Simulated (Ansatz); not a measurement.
Results of PBEsol in Ansatz (PAW) for Ca2Sn (Fm-3m, No. 225, 3 atoms in the cell; start mp-1009730).

Numerical settings: plane-wave cutoff 520 eV, 8×8×8 k mesh, Fermi–Dirac smearing 0.01 eV, scalar-relativistic PAW data made under PBE.

Cell (relaxed with PBEsol):

```
Ca2Sn
1.0
    0.00000     3.73502     3.73502
    3.73502     0.00000     3.73502
    3.73502     3.73502     0.00000
Ca Sn
2 1
Cartesian
  5.60253   5.60253   5.60253
  1.86751   1.86751   1.86751
  0.00000   0.00000   0.00000
```

Task: Predict the band gap, smallest direct gap on the k points sampled and Γ–Γ gap.

Result: 
- band gap = 0.61 eV
- smallest direct gap on the k points sampled = 0.66 eV
- Γ–Γ gap = 2.01 eV

Spin–orbit coupling is not included.

Static lattice: no zero-point or thermal effects.

The result took around 11 core-seconds (rough).

A start named mp-… is a Materials Project structure, which need not be a measured phase.

Ansatz is an electronic-structure program.
